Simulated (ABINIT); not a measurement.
Input and output of a self-consistent single point for InBi (P4/nmm, 4 atoms in the cell) (ABINIT).

Method: PBEsol, PAW (JTH v2.0 PBE PAW, files made for PBE) (plane waves; ABINIT).

The change in words: lattice scaled by 0.98. Reference geometry:
```
CELL_PARAMETERS angstrom
      4.84796     0.00000     0.00000
      0.00000     4.84796     0.00000
      0.00000     0.00000     5.15543
ATOMIC_POSITIONS crystal
  In 0.50000 0.50000 0.00000
  In 0.00000 0.00000 0.00000
  Bi 0.50000 0.00000 0.36001
  Bi 0.00000 0.50000 0.63999
```

Reference input (self-consistent single point, DFT, PBEsol, plane waves, PAW (JTH v2.0 PBE PAW, files made for PBE)): pseudos = [In.GGA_PBE-JTH.xml, Bi.GGA_PBE-JTH.xml]; ecut = 20 Ha; pawecutdg = 40 Ha; pawxcdev = 0; ixc = -116133; occopt = 7; tsmear = 0.272 eV; ngkpt = 5 5 5; nshiftk = 1; shiftk = 0 0 0; potentials = JTH v2.0 PBE PAW; nband = 36. This run's input differs from it in these lines:

```diff
@@ -3,3 +3,3 @@
 pseudos "In.GGA_PBE-JTH.xml, Bi.GGA_PBE-JTH.xml"
-acell 9.1613204426 9.1613204426 9.7423602033
+acell 8.9780944873 8.9780944873 9.5475124323
 rprim
@@ -13,6 +13,6 @@
 xcart
-         4.5806602213    4.5806602213    0.0000000000
+         4.4890472436    4.4890472436    0.0000000000
          0.0000000000    0.0000000000    0.0000000000
-         4.5806602213    0.0000000000    3.5073470968
-         0.0000000000    4.5806602213    6.2350131065
+         4.4890472436    0.0000000000    3.4371999508
+         0.0000000000    4.4890472436    6.1103124816
 ecut 20 Ha
```

Output (repeated stretches shortened):

```
--- !BeginCycle
solver: {iscf: 17, nstep: 100, nline: 4, wfoptalg: 10, }
tolerances: {tolvrs: 1.00E-12, }
...

     iter   Etot(hartree)      deltaE(h)  residm     nres2
 ETOT  1  -255.70314914568    -2.557E+02 2.062E+00 2.313E+01
 ETOT  2  -260.53377038122    -4.831E+00 6.988E-02 1.798E+01
 ETOT  3  -260.48388861128     4.988E-02 1.999E-02 3.918E+00
 ETOT  4  -260.46713857416     1.675E-02 2.015E-02 8.288E-01
 ETOT  5  -260.46347233667     3.666E-03 9.929E-03 7.606E-02
   [... 9 lines left out ...]
 ETOT 15  -260.46309719038     3.979E-12 3.787E-04 5.410E-10
 ETOT 16  -260.46309719038    -1.137E-12 5.895E-04 1.468E-10
 ETOT 17  -260.46309719038     3.638E-12 2.142E-04 1.867E-12
 ETOT 18  -260.46309719038    -9.663E-13 3.197E-04 1.097E-13
 At SCF step   18       nres2   =  1.10E-13 < tolvrs=  1.00E-12 =>converged.

 Cartesian components of stress tensor (hartree/bohr^3)
  sigma(1 1)= -1.13384504E-04  sigma(3 2)=  0.00000000E+00
  sigma(2 2)= -1.13384504E-04  sigma(3 1)=  0.00000000E+00
  sigma(3 3)= -9.24315583E-05  sigma(2 1)=  0.00000000E+00

 ----iterations are completed or convergence reached----

 reduced coordinates (array xred) for    4 atoms
       0.499999999997      0.499999999997      0.000000000000
      -0.000000000003     -0.000000000003      0.000000000000
       0.499999999997     -0.000000000003      0.360010000000
      -0.000000000003      0.499999999997      0.639990000000
 cartesian forces (eV/Angstrom) at end:
    1      0.00000000000000     0.00000000000000     0.00000000000000
   [... lines left out ...]
 Fermi (or HOMO) energy (hartree) =   0.24204   Average Vxc (hartree)=  -0.36352
   [... lines left out ...]
'-kT*entropy'       : -1.21040136737973E-03
total_energy        : -2.60463097201697E+02
total_energy_eV     : -7.08756131931986E+03
...

-Cartesian components of stress tensor (GPa)         [Pressure=  3.1304E+00 GPa]
- sigma(1 1)= -3.33588671E+00  sigma(3 2)=  0.00000000E+00
- sigma(2 2)= -3.33588671E+00  sigma(3 1)=  0.00000000E+00
- sigma(3 3)= -2.71942988E+00  sigma(2 1)=  0.00000000E+00

 Calculation completed.
```

The run converged in 18 iterations. Against the reference run the free energy goes up by 21.2 meV/atom, the pressure goes from -0.28 to 3.13 GPa and the largest force goes from 0.428 to 0.765 eV/Å.

The starting cell comes from a database of computed structures (which also holds hypothetical and non-ambient phases and stackings), without a prior relaxation at this level. Its lattice was rescaled by a random factor within 2.5 % of one. For this run, on top of that: lattice scaled by 0.98. The potentials were made for another functional than the one used. With a pressure of about 3 GPa the cell is away from its equilibrium volume at this level.

Cost on one core of a shared machine: roughly 3 min.
